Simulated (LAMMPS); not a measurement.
MD of W (bcc) at zero pressure, 250 atoms, as a liquid; each row is its own run.

Level of theory: MD with a machine-learned potential, pair style snap, file W_2940_2017_2.snap; code LAMMPS.

```csv
T (K),D(W) (cm²/s)
2590,1.58e-5
2960,3.71e-5
3700,0.000108
```

Q: Fit an Arrhenius law, ln y = a + b / x, to these rows (x is the first column, y the second) and predict the run at x = 3330.

A: Least squares gives a = -4.6475 and b = -16540. The slope times kB gives an activation energy of 1.43 eV. At x = 3330 the fit predicts 6.67e-5 cm²/s. The run itself gave (6.3 ± 0.2) × 10^-5 cm²/s, so the fit is 5 % high.

Caution (rows 2590; 2960; 3330): this liquid lies under the measured melting point of 3695 K, so it is undercooled or the potential melts low.

Caution: a run this short can hold a crystal over, or a liquid under, the potential's own melting point, which these runs don't give.

Errors of D are the spread over four groups of atoms in one short run; a floor of about 5 %, a picked value, is safer.
